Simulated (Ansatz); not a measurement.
Take Y in the hcp (Mg type) structure (space group P6_3/mmc, No. 194; a = 3.683 Å, c = 5.698 Å) as the base.

The values are results of r2SCAN (Ansatz, a first-principles code, PAW, spin-orbit coupling left out), not measurements.

Base values:

The pressure is 0.0 GPa and the band gap comes out as zero.

Perturbation: an isotropic linear strain of −5.91 %, atoms relaxed at fixed cell.

Problem. What happens to the pressure, energy relative to the base and band gap?

Solution. The pressure (mean of the normal stresses, compression positive) goes from zero to 9.6 GPa; the energy grows by 150 meV/atom; the band gap remains zero.

No phonon test of stability was made. All final runs are without spin polarisation.
